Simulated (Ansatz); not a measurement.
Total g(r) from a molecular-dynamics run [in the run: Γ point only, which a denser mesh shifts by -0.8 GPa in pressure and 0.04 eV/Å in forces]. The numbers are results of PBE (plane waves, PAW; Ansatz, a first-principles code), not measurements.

```
r (Å)  g(r)
-----  ----
1.02   0.00
1.14   0.00
1.26   0.00
1.38   0.00
1.50   0.00
1.62   0.00
1.74   0.00
1.86   0.00
1.98   0.00
2.10   0.00
2.22   0.88
2.34   8.54
2.46   0.35
2.58   0.00
2.70   0.00
2.82   0.00
2.94   0.00
3.06   0.00
3.18   0.00
3.30   0.00
3.42   0.01
3.54   0.27
3.66   2.16
3.78   4.86
3.90   2.85
4.02   0.42
4.14   0.19
4.26   1.00
4.38   2.64
4.50   2.70
4.62   1.08
4.74   0.17
4.86   0.01
4.98   0.00
5.10   0.11
5.22   0.54
5.34   1.06
```

**Question.** Which system gave this curve?
A. SnO2 (rutile type), crystal, 627 K
B. MgO (rock salt), crystal, 1512 K
C. Si (diamond structure), crystal, 305 K, 6.8 GPa
D. GaGe15, liquid, 1487 K

**Answer.** C, Si (diamond structure), crystal, 305 K, 6.8 GPa
